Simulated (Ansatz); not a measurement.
Se: alloy series

Base system: Se (space group P3_121, No. 152; a = 4.535 Å, c = 5.041 Å; made of chains).

The other end (x = 1) is Te (space group P3_121, No. 152; made of chains): 35.12 Å³/atom, gap 0.23 eV.

Te replaces a fraction x of Se; each row is one arrangement (x, atoms in the cell, starting space group or random), fully relaxed.

All numbers come from PBE (Ansatz, an electronic-structure program; PAW; 420 eV plane waves; spin-orbit coupling left out).

Candidates:
(a) x(Te) = 0.333, 6 atoms, C2 (arrangement A)
(b) x(Te) = 0.667, 6 atoms, P2
(c) x(Te) = 0.5, 6 atoms, P1
(d) x(Te) = 0.667, 6 atoms, P1

Before the change:

The band gap is 1.04 eV.

Question: Order them by band gap, lowest first.

Answer: (b) x(Te) = 0.667, 6 atoms, P2 (0.18 eV), (d) x(Te) = 0.667, 6 atoms, P1 (0.39 eV), (c) x(Te) = 0.5, 6 atoms, P1 (0.59 eV), (a) x(Te) = 0.333, 6 atoms, C2 (arrangement A) (0.65 eV)

Each cell is one ordered arrangement of few atoms, which overstates ordering effects compared with a random alloy. Spin-orbit coupling, missing from the scalar runs, can matter with Te. Stability against distortions was not tested. No dispersion term is included, though the crystal is made of layers, chains or molecules, so its spacings can come out too wide. The zero or small gap of Te and Te2Se can change with the level of theory.
